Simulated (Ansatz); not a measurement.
Checking a run of Ansatz (a program for electronic structure) on Cs2KYF6 (P1, 10 atoms in the cell). The aim is a self-consistent single point with DFT, LDA (PW92), plane waves, default PAW files made with PBE.

Cell that was meant: a = 6.6786 Å, b = 6.6786 Å, c = 6.6786 Å, α = 60.00°, β = 60.00°, γ = 60.00°.

Part of the input:

Ansatz 0.2 input:
```yaml
  xc: lda
  pseudopotentials: { kind: paw }
scf:
  occupations: { method: gaussian, width: 1.0 }
output:
  forces: true
  eigenvalues: true
```

Output (repeated stretches shortened):

```
WARN ansatz: RAYON_NUM_THREADS=1 ignored (pool sized by the plan → 1); use --threads N
   [... lines left out ...]
PAW frozen core: Cs, regenerated for the run's functional, and the local potential with it
Initial density: superposition of atomic densities (neutral atoms: chi_scale 0, normalization atom), corrected by the library's trained network
Initial wavefunctions: pseudopotential atomic-orbital guess
Eigensolver: davidson
Functional: x = slater, c = lda
SCF iter   1: F=—  HF=-21031.020989 eV  |F-HF|=—  |Δ(HF+E_count)|=         —  Δρ=1.53e-2  dr2=3.69e-1  ethr=1.77e-3  ⟨swp⟩=9.2  Hψ=3620  notcnv=0
all-band conjugate gradients solve this SCF's bands
preconditioner: auto → Resta (q_TF=auto, 2.322 Å⁻¹)
SCF iter   2: F=—  HF=-21030.928182 eV  |F-HF|=—  |Δ(HF+E_count)|=   9.28e-2  Δρ=5.74e-3  dr2=2.63e-2  ethr=4.61e-4  ⟨swp⟩=2.1  Hψ=1397  notcnv=0
   [... lines left out ...]
SCF iter   5: F=—  HF=-21030.919762 eV  |F-HF|=—  |Δ(HF+E_count)|=   1.47e-4  Δρ=1.44e-4  dr2=2.65e-5  ethr=1.13e-7  ⟨swp⟩=2.0  Hψ=1262  notcnv=0
SCF iter   6: F=—  HF=-21030.919757 eV  |F-HF|=—  |Δ(HF+E_count)|=   4.88e-6  Δρ=2.61e-5  dr2=8.58e-7  ethr=3.31e-8  ⟨swp⟩=2.0  Hψ=1260  notcnv=0
SCF iter   7: F=-21030.919758 eV  HF=-21030.919758 eV  |F-HF|=5.58e-8  |Δ(HF+E_count)|=   5.63e-7  Δρ=4.62e-6  dr2=4.46e-8  ethr=1.25e-10  ⟨swp⟩=11.3  Hψ=3634  notcnv=0
SCF 1 converged in 7 iterations: F = -21030.919758 eV  dr2 = 4.46e-8
Free energy (F): -21030.919758 eV
Internal energy: -21030.919744 eV  (E = F + TS)
E sigma→0 (E₀):  -21030.919751 eV
Entropy (-TS):   -0.000014 eV (-0.001 meV/atom)
Fermi energy:    4.881034 eV
--- Forces (eV/Å), atoms counted from 1 ---
  atom   1  F     -0.02251485     0.06110506     0.02412850
  atom   2  F      0.08084731    -0.20773071     0.05610524
  atom   3  F     -0.46353048    -0.01853551     0.05621896
  atom   4  F      0.00932260     0.26039609     0.07084426
  atom   5  F     -0.00590752    -0.01136259    -0.31109997
  atom   6  F      0.02018999     0.01871552     0.11450689
  atom   7  K     -0.14780465    -0.01123550     0.15390427
   [... lines left out ...]
  atom  10  Cs     0.04971842     0.00964616     0.00683877
--- Stress (GPa, compression-positive) ---
       -2.319314       0.096825      -0.103640
        0.096825      -3.362821      -0.032961
       -0.103640      -0.032961      -3.281846
  P = ⅓ Tr σ = -2.9880 GPa (-29.880 kbar)
  The stress holds the Pulay correction. Without it, at fixed plane waves, as pw.x and ABINIT print it: P = -3.4774 GPa
```

Is anything amiss in this input, and did it matter?

The results can be used. The input holds a smearing width that is far too large, which can do harm: a width of many tenths of an electronvolt moves electrons far across the Fermi level or the gap, and the free energy and its derivatives carry a large smearing term. Here it did none. The run converged in 7 iterations, and against the sound input the free energy is nearly the same (within 1 meV/atom), the pressure stays at -2.99 GPa, the largest force stays at 0.529 eV/Å and the gap on the mesh stays at 6.313 eV.

The sound input it was made from differs as follows (other fixes are possible):
```diff
-  occupations: { method: gaussian, width: 1.0 }
+  occupations: { method: cold, width: 0.1 }
```

With that input, the run converged in 7 iterations: free energy E − TS (on the zero of these files) -21030.9198 eV; top of the valence band (on the code's own zero) 1.42 eV; gap on the k-point mesh 6.31 eV; pressure -2.99 GPa; largest force (vector length) 0.529 eV/Å (DFT, LDA (PW92), plane waves, default PAW files made with PBE).

On the sound input: the starting cell comes from a database of published, mostly measured structures (it also holds non-ambient and calculated ones), without a prior relaxation at this level. Its atoms were displaced at random from the sites of space group no. 225. Ansatz's pressure includes its estimate of the finite-basis (Pulay) stress.
